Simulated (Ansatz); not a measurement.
C on the 1x1 (111) surface of fcc Al, one in a 3x3 cell, energies for each (63.7 Å²). Energies are against an atom of graphite, without zero-point or thermal terms; each row is named by its start.

Calculation: PBE (plane waves to 420 eV, PAW; Ansatz, a first-principles code).

Q: Which site binds most strongly?
(A) top Al
(B) hollow Al-Al-Al over Al at depth 2.3 Å
(C) hollow Al-Al-Al over Al at depth 4.6 Å

A: B, hollow Al-Al-Al over Al at depth 2.3 Å. Adsorption energies: hollow Al-Al-Al over Al at depth 2.3 Å 1.15 eV; hollow Al-Al-Al over Al at depth 4.6 Å 1.53 eV; top Al 4.89 eV.
